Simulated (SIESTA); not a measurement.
# Cost against accuracy: kgrid.MonkhorstPack for NbHg3F6 (P-31m, 10 atoms in the cell)

Cell: a = 5.1266 Å, b = 5.1266 Å, c = 7.5163 Å, α = 90.00°, β = 90.00°, γ = 120.00°.

Method: LDA PW92, numerical atomic orbitals TZP, PseudoDojo LDA standard norm-conserving potentials (rewritten from UPF to PSML) run with SIESTA.

Base settings: XC.functional = LDA; XC.authors = PW92; potentials = PseudoDojo LDA standard; PAO.BasisSize = TZP; PAO.EnergyShift = 0.01 Ry; MeshCutoff = 350 Ry; kgrid.MonkhorstPack = 6 6 3; OccupationFunction = MP; OccupationMPOrder = 0; ElectronicTemperature = 0.2 eV.

Misses are taken against the tightest run, 18 18 11, which need not be fully converged itself. The energy is the free energy per atom.

Core times come from one kind of shared machine and are given to one figure; runs under 30 s give none.

The starting cell comes from a database of computed structures (which also holds hypothetical and non-ambient phases and stackings), without a prior relaxation at this level. Spin polarisation is off; with an odd number of electrons in the cell that forces a metal, and a magnetic state may lie lower. Values carry the incompleteness of an atom-centred basis. In the base run, with a pressure of about -13 GPa the cell is away from its equilibrium volume at this level.

```
kgrid.MonkhorstPack  energy less reference (meV/atom)  pressure less reference (GPa)  largest difference in the force on any atom (eV/Å)  core time / reference (rough)
-------------------  --------------------------------  -----------------------------  --------------------------------------------------  -----------------------------
1 1 1                                          724.04                           9.35                                               0.265                              –
2 2 1                                          108.71                          -2.66                                               0.047                              –
3 3 2                                           53.79                          -0.57                                               0.058                           0.04
4 4 2                                            2.20                          -0.70                                               0.003                           0.07
4 4 3                                            1.84                          -0.72                                               0.002                           0.08
5 5 3                                           -1.54                           0.04                                               0.003                           0.07
6 6 3                                           -1.69                           0.14                                               0.001                           0.05
6 6 4                                           -1.68                           0.14                                               0.001                           0.10
7 7 4                                           -3.27                           0.04                                               0.000                            0.1
8 8 5                                           -1.69                           0.15                                               0.001                            0.2
10 10 6                                         -1.33                           0.07                                               0.001                            0.3
12 12 7                                         -0.67                           0.02                                               0.000                            0.4
15 15 9                                         -0.19                           0.00                                               0.000                            0.5
18 18 11                                         0.00                           0.00                                               0.000                              1
```

Coarsest setting among those run that, with all tighter ones, holds the energy within 20 meV/atom of the reference: 4 4 2, off by 2.2 meV/atom; it needs about 0.07 of the reference's time.

The step from 3 3 2 to 8 8 5: it takes the miss in the energy from 54 to 1.7 meV/atom, for roughly 4 times the time.
